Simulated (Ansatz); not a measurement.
How far to go with the k-point mesh at a smearing width of 0.02 eV: AlNi (Cmm2, 2 atoms in the cell)

```
CELL_PARAMETERS angstrom
      1.93288    -1.94733     0.00000
      1.93288     1.94733     0.00000
      0.00000     0.00000     3.09013
ATOMIC_POSITIONS crystal
  Al 0.00000 0.00000 0.01618
  Ni 0.50000 0.50000 0.50000
```

Computed with PBEsol, PAW files made with PBE (plane waves; Ansatz, an electronic-structure program).

Base settings: basis.ecutwfc = 30.9 Ry; kpoints.mp_grid.grid = 12 12 11; hamiltonian.xc = pbesol; hamiltonian.pseudopotentials = {kind: paw} (the program's default PAW files); scf.occupations.method = gaussian; scf.occupations.width = 0.0073 Ry.

In this ladder: scf.occupations.width = 0.0015 Ry.

Only quantities that move along the ladder and can be compared are tabulated.

The count of work is k-points × plane waves × bands × iterations; it is no time. 

The starting cell comes from a database of computed structures (which also holds hypothetical and non-ambient phases and stackings), without a prior relaxation at this level. Its lattice was rescaled by up to half a per cent. One atom was moved a little off its site on purpose. Spin polarisation is off. Ansatz's pressure includes its estimate of the finite-basis (Pulay) stress.

```tsv
kpoints.mp_grid.grid	free energy less the last step's (meV/atom)	pressure (GPa)	count of work / last
4 4 4	5.08	2.31	0.0086
5 5 5	14.48	1.90	0.0086
6 6 6	-2.46	2.00	0.017
7 7 7	-0.79	2.45	0.020
9 9 8	0.07	2.10	0.046
11 11 10	-0.17	2.00	0.079
13 13 12	1.29	2.17	0.13
16 16 14	0.70	2.07	0.21
19 19 17	0.35	2.09	0.33
23 23 21	0.19	2.12	0.58
28 28 25	0.00	2.12	1.0
```

Coarsest kpoints.mp_grid.grid that holds the free energy within 2 meV/atom of the last step, with all finer ones: 7 7 7, at 0.020 of the last step's count of work; the step before is off by 2.5 meV/atom.

Coarsest kpoints.mp_grid.grid that holds the pressure within 0.1 GPa of the last step, with all finer ones: 13 13 12, at 0.13 of the last step's count of work; the step before is off by 0.12 GPa.

Keys are those of Ansatz 0.2.
